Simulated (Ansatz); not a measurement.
BN under load (space group P6_3mc), r2SCAN, rigid bands (Ansatz, an electronic-structure program). Condition of this run: uniaxial stress along c of -9 GPa (compression positive) (the target of the relaxation). Band gap 5.71 eV, N_c = 1.36e19 cm⁻³ and N_v = 4.59e19 cm⁻³ at 300 K, conductivity masses along z (a = (2.54, 0.00, 0.00) Å; b = (-1.27, 2.20, 0.00) Å; c = (0.00, 0.00, 4.24) Å) of 0.302 mₑ (electrons) and 1.29 mₑ (holes). Take k_BT = 0.02585 eV.

A film of it is 3 nm thick, with its normal along the direction named. Estimate the confinement energies in an infinite well.

ħ²π²/(2m t²) = 0.376 eV·nm²/(m/mₑ × t²) gives 138 meV for electrons and 32.4 meV for holes, so the gap would widen to about 5.88 eV. Finite barriers and nonparabolic bands lower this, and with several valleys or bands the heaviest mass along the normal sets the lowest level, not this average.

Find the intrinsic carrier density and the intrinsic Fermi level.

n_i = √(N_c N_v) exp(−E_g/2k_BT) = 2.50e19 × exp(−110.44) = 2.7e-29 cm⁻³. The level lies (k_BT/2) ln(N_v/N_c) = 16 meV from mid-gap (positive towards the conduction band). Each 0.1 eV added to the gap lowers n_i by a factor of 6.9.

What thermal injection velocity √(2k_BT/πm) limits a ballistic channel along the direction named?

9.79e6 cm/s for electrons and 4.74e6 cm/s for holes, a ratio of √(m_h/m_e) = 2.07, for dilute carriers.

Rigid bands with the computed gap; masses take one relaxation time for all states. Spin-orbit coupling is left out. Geometry: cell and atoms relaxed with PBEsol.
